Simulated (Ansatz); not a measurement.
# Pressure series in CdSe

The parent structure is CdSe in the wurtzite structure (space group P6_3mc, No. 186).

```xyz
4
Lattice="4.3828 0.0000 0.0000 -2.1914 3.7956 0.0000 0.0000 0.0000 7.1544" Properties=species:S:1:pos:R:3 pbc="T T T"
Cd     0.0000     2.5304     0.0009
Cd     2.1914     1.2652     3.5781
Se     0.0000     2.5304     2.6891
Se     2.1914     1.2652     6.2663
```

Cell and atoms are relaxed at each pressure.

All numbers come from PBE, PAW, 420 eV (Ansatz, a quantum-chemistry and plane-wave program; spin-orbit coupling left out).

| pressure (GPa) | band gap (eV) |
|---|---|
| -2 | 0.43 |
| -1 | 0.49 |
| 0 | 0.54 |
| 0.9 | 0.58 |
| 2.1 | 0.63 |
| 4.5 | 0.72 |
| 9 | ? |
| 15 | 0.94 |

### Question
Fit E_g = E₀ + αP + βP² to the rows shown and predict the withheld row.

### Answer
Least squares on the printed values gives E₀ = 0.54 eV, α = 47.8 meV/GPa, β = -1.4 meV/GPa² (largest residual 0.01 eV); this predicts 0.85 eV, and the run gives 0.84 eV, in agreement.

Load acts through the strain it causes; cell and atoms are relaxed under it. Whether these cells are dynamically stable was not tested. Measured, CdSe leaves this structure (for rock salt) near 2.72 GPa (temperature not stated; as listed in Datta, Sujoy, Jana, Debnarayan, arXiv (2020)), on rising pressure, with hysteresis.
